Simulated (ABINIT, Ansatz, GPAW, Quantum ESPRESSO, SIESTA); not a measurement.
Code comparison for Ta3Ru (Fm-3m, 4 atoms in the cell)

Self-consistent single point.

```
Ta3Ru
1.0
    0.00000     3.24822     3.24822
    3.24822     0.00000     3.24822
    3.24822     3.24822     0.00000
Ta Ru
3 1
Cartesian
  1.62411   1.62411   1.62411
  4.87232   4.87232   4.87232
  3.24822   3.24822   3.24822
  0.00000   0.00000   0.00000
```

Shared settings, as Ansatz (an electronic-structure program) writes them: kpoints.mp_grid.grid = 2 2 2; scf.occupations.method = fermi_dirac; scf.occupations.width = 0.05 eV. Potentials and cutoffs stand in the table.

```tsv
code	model	pressure (GPa)	cutoff
GPAW	PBEsol, GPAW PAW datasets PBEsol (made by gpaw-setup)	-17.70	600 eV
Ansatz	PBEsol, PAW files made with PBE	-18.08	420 eV
Quantum ESPRESSO	PBEsol, GBRV 1.5 ultrasoft (PBESOL) pseudopotentials	-19.70	40 Ry
SIESTA	GGA PBEsol, numerical atomic orbitals DZP, PseudoDojo PBEsol standard norm-conserving potentials (rewritten from UPF to PSML)	-18.70	grid 300 Ry
ABINIT	PBEsol, norm-conserving pseudopotentials (PseudoDojo nc-sr-04 PBEsol standard)	-17.89	42 Ha
```

On Ansatz's run: spin-orbit coupling is off. Spin polarisation is off.

The spread over the programs that give each value: pressure within 2.00 GPa.

SIESTA uses small atom-centred bases, whose incompleteness enters pressures, forces and empty levels differently from a plane-wave cutoff. Ansatz's pressure is given at a fixed set of plane waves, as the other plane-wave codes print theirs; with its correction for the finite basis it is -18.02 GPa. In the pressure, Quantum ESPRESSO (by 1.71) lies more than 1 GPa from the median of the plane-wave programs.

On the base mesh (9 9 9) the same programs gave: Ansatz pressure -10.59 GPa; Quantum ESPRESSO pressure -12.19 GPa; ABINIT pressure -10.37 GPa; GPAW pressure -10.25 GPa; SIESTA pressure -11.69 GPa.

The values differ from the base mesh's, so the mesh still matters here: the table compares the programs at equal settings.

The starting cell comes from a database of computed structures (which also holds hypothetical and non-ambient phases and stackings), without a prior relaxation at this level. Its lattice was rescaled by a random factor within 2.5 % of one.

Left out of this page: Elk (not drawn, or without a comparable value).

Keys are those of Ansatz 0.2.
